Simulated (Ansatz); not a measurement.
## AsP (model structure, started from the NiAs type, P6₃/mmc, No. 194, 4 atoms in the cell)

Calculation: PBEsol in Ansatz (plane waves, PAW).

Settings: plane-wave cutoff 520 eV, 18×18×10 k mesh (along the axes of the cell as run), Fermi–Dirac smearing 0.05 eV, scalar-relativistic PAW data made under PBE.

Cell (relaxed at this level):

```yaml
crystal:
  lattice:
    - [3.51392, 0.00000, 0.00000]
    - [-1.75696, 3.04314, 0.00000]
    - [0.00000, 0.00000, 6.52000]
  atoms:
    - { symbol: As, position: [0.00000, 0.00000, 0.00000] }
    - { symbol: As, position: [0.00000, 0.00000, 0.50000] }
    - { symbol: P, position: [0.33333, 0.66667, 0.25000] }
    - { symbol: P, position: [0.66667, 0.33333, 0.75000] }
```

For AsP (model structure, started from the NiAs type, P6₃/mmc, No. 194, 4 atoms in the cell), the band gap is none and the bulk modulus is 87.4 GPa.

Note: the bulk modulus is −V dP/dV from two relaxed cells at ±2 % in volume; the relaxation could raise the start's symmetry but not lower it, so the cell can be a saddle point.

Spin–orbit coupling is not included.

Computed values are for the static lattice.

Cost on a shared machine: about 110 core-seconds (a rough figure).

A model structure was made by putting elements into a prototype or built by hand; it is no filed structure, need not be a known phase, and can be a saddle point held by its symmetry.

Ansatz is an electronic-structure program.
